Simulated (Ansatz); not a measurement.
Input and output of a self-consistent single point for As (R-3m, 2 atoms in the cell) (Ansatz, an electronic-structure program).

Computed with PBE with spin-orbit coupling (plane waves, PAW; Ansatz).

```yaml
crystal:
  lattice:
    - [1.85038, 1.06831, 3.65099]
    - [-1.85038, 1.06831, 3.65099]
    - [0.00000, -2.13663, 3.65099]
  atoms:
    - { symbol: As, position: [0.22443, 0.22443, 0.22443] }
    - { symbol: As, position: [0.77557, 0.77557, 0.77557] }
```

Reference input (self-consistent single point, DFT, PBE, plane waves, default PAW files): kpoints.mp_grid.grid = 9 9 9; hamiltonian.xc = pbe; hamiltonian.pseudopotentials = {kind: paw} (the program's default PAW files); scf.occupations.method = fermi_dirac; scf.occupations.width = 0.0073 Ry. This run's input differs from it in these lines:

Ansatz 0.2 input:
```diff
@@ -15,2 +15,5 @@
     kind: paw
+magnetization:
+  noncollinear: true
+  spin_orbit: true
 scf:
```

Log, with long lists cut:

```
SCF iter   1: F=—  HF=-9712.496478 eV  |F-HF|=—  |Δ(HF+E_count)|=         —  Δρ=2.51e-2  dr2=1.80e-1  dr2_m=0.00e0 (ungated)  ethr=3.10e-3  |M|=0.00e0 ∫|m|=0.00e0 μB  |m|>n=0.0e0 m-floor=0.0e0 τ_xc=0.0e0  β_m=0.30  ⟨swp⟩=7.7  Hψ=7443  notcnv=0  defer=2
all-band conjugate gradients solve this SCF's bands
preconditioner: auto → Kerker (q_TF=auto, 2.566 Å⁻¹)
spin=Noncollinear: Kerker preconditioning applied to the charge; magnetization (m_x, m_y, m_z) channels mix plain (no charge-response kernel on spin).
   [... lines left out ...]
SCF iter   7: F=—  HF=-9712.489491 eV  |F-HF|=—  |Δ(HF+E_count)|=   7.09e-6  Δρ=2.09e-5  dr2=2.12e-7  dr2_m=0.00e0 (ungated)  ethr=1.08e-8  |M|=0.00e0 ∫|m|=0.00e0 μB  |m|>n=0.0e0 m-floor=0.0e0 τ_xc=0.0e0  β_m=0.97  ⟨swp⟩=2.0  Hψ=2877  notcnv=0  defer=8
SCF iter   8: F=-9712.489491 eV  HF=-9712.489491 eV  |F-HF|=1.12e-8  |Δ(HF+E_count)|=   3.29e-7  Δρ=5.84e-6  dr2=2.67e-8  dr2_m=0.00e0 (ungated)  ethr=3.33e-10  |M|=0.00e0 ∫|m|=0.00e0 μB  |m|>n=0.0e0 m-floor=0.0e0 τ_xc=0.0e0  ⟨swp⟩=7.0  Hψ=6055  notcnv=0
SCF 1 converged in 8 iterations: F = -9712.489491 eV  dr2 = 2.67e-8
Magnetization: |M| = 0.0000 μB,  M = (+0.0000, +0.0000, +0.0000) μB
Absolute magnetization: 0.0000 μB (∫|m|)
  site 0: m = (+0.0000, +0.0000, +0.0000) μB, |m| = 0.0000 μB  (R = 1.02 Å)
  site 1: m = (+0.0000, +0.0000, +0.0000) μB, |m| = 0.0000 μB  (R = 1.02 Å)
Free energy (F): -9712.489491 eV
Internal energy: -9712.482074 eV  (E = F + TS)
E sigma→0 (E₀):  -9712.485782 eV
Entropy (-TS):   -0.007417 eV (-3.709 meV/atom)
Fermi energy:    10.817384 eV
--- Forces (eV/Å), atoms counted from 1 ---
  atom   1  As     0.00000000     0.00000003     0.57215641
  atom   2  As    -0.00000000    -0.00000003    -0.57215641
--- Stress (GPa, compression-positive) ---
        5.950873      -0.000000      -0.000000
       -0.000000       5.950873      -0.000000
       -0.000000      -0.000000       3.756746
  P = ⅓ Tr σ = 5.2195 GPa (52.195 kbar)
  The stress holds the Pulay correction. Without it, at fixed plane waves, as pw.x and ABINIT print it: P = 5.1962 GPa
```

The run converged in 8 iterations. Against the reference run the pressure hardly changes (5.20 to 5.22 GPa) and the largest force hardly changes (0.574 to 0.572 eV/Å).

The starting cell comes from a database of computed structures (which also holds hypothetical and non-ambient phases and stackings), without a prior relaxation at this level. Its lattice was rescaled by a random factor within 2.5 % of one. With a pressure of about 5 GPa the cell is away from its equilibrium volume at this level. Ansatz's pressure includes its estimate of the finite-basis (Pulay) stress.
